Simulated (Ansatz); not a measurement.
Candidates (primitive cells; geometry: cell and atoms relaxed with PBEsol):
A. CsCdCl₃ (Pm-3m), a = 5.203 Å, b = 5.203 Å, c = 5.203 Å, α = 90.00°, β = 90.00°, γ = 90.00°
B. CaTiO3 (Pm-3m), a = b = c = 3.841 Å, α = β = γ = 90.00°
C. KZnF$_{3}$ (Pm-3m), a = 4.0523 Å, b = 4.0523 Å, c = 4.0523 Å, α = 90.00°, β = 90.00°, γ = 90.00°

### Question
Put the candidates in order of Seebeck coefficient, n-type 1e19 cm⁻³, highest first, for PBEsol, rigid bands (Ansatz, a program for electronic structure).

### Answer
A (-135 μV/K), C (-199 μV/K), B (-385 μV/K)

Seebeck coefficients are for the stated density at 300 K, with one relaxation time for all states and whether or not that doping can be reached. Spin-orbit coupling is left out.

CaTiO3 (Pm-3m): a high-temperature phase held by its symmetry. Formula and space group known from diffraction (Crystallography Open Database), not checked to be the room-temperature form: CsCdCl3 (Pm-3m), KZnF3 (Pm-3m).
